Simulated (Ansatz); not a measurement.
Pressure series in BaO

Start from BaO in the rock salt structure (space group Fm-3m, No. 225; a = 5.490 Å).

Cell and atoms are relaxed at each pressure.

All numbers come from PBEsol, PAW, 420 eV (Ansatz, a program for electronic structure; scalar-relativistic without spin-orbit coupling).

```csv
pressure (GPa),band gap (eV)
-2,1.94
-1,1.89
0,1.84
0.9,1.79
2.1,1.74
4.5,?
9,1.43
15,1.19
```

Problem. Fit E_g = E₀ + αP + βP² to the rows shown and predict the withheld row.

Solution. Least squares on the printed values gives E₀ = 1.84 eV, α = -49.1 meV/GPa, β = 0.39 meV/GPa² (largest residual 0.01 eV); this predicts 1.63 eV, and the run gives 1.63 eV, in agreement.

Load acts through the strain it causes; cell and atoms are relaxed under it. Stability against distortions was not tested. No other phases were tried under pressure.
